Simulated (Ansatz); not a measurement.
## CaO: pressure series

The reference is CaO in the rock salt structure (space group Fm-3m, No. 225).

Space group Fm-3m (No. 225); a = 4.7948 Å, b = 4.7948 Å, c = 4.7948 Å, α = 90.00°, β = 90.00°, γ = 90.00°

```tsv
atom	site	symmetry	x	y	z
O	4a	m-3m	0.0000	0.0000	0.0000
Ca	4b	m-3m	0.5000	0.5000	0.5000
```
(The calculation used a cell of 2 atoms; values per cell refer to that cell.)

Cell and atoms are relaxed at each pressure.

The values are results of Kohn–Sham DFT with the r2SCAN functional, run in Ansatz (an electronic-structure program) with PAW and 500 eV plane waves, no spin-orbit coupling, not measurements.

```tsv
pressure (GPa)	volume per atom (Å³/atom)
-2	14.027
-1	13.901
0	13.779
1.8	?
4.2	13.326
9	12.891
30	11.562
45	10.921
60	10.416
```

Q: Fit the third-order Birch–Murnaghan form P(V) = (3B₀/2)[(V₀/V)^(7/3) − (V₀/V)^(5/3)]·[1 + (3/4)(B₀′ − 4)((V₀/V)^(2/3) − 1)] (squares taken in P) to the rows shown and predict the withheld row.

A: Least squares on the printed values gives V₀ = 13.779 Å³/atom, B₀ = 117 GPa, B₀′ = 4.3; this predicts 13.576 Å³/atom, and the run gives 13.576 Å³/atom, in agreement.

Measured bulk modulus of CaO: 120 GPa (0 K or low temperature; as listed in Wei Chen et al., Physical Review Materials (2018)); the computed value is 2 % below it.

Load acts through the strain it causes; cell and atoms are relaxed under it. Whether these cells are dynamically stable was not tested. No other phases were tried under pressure.
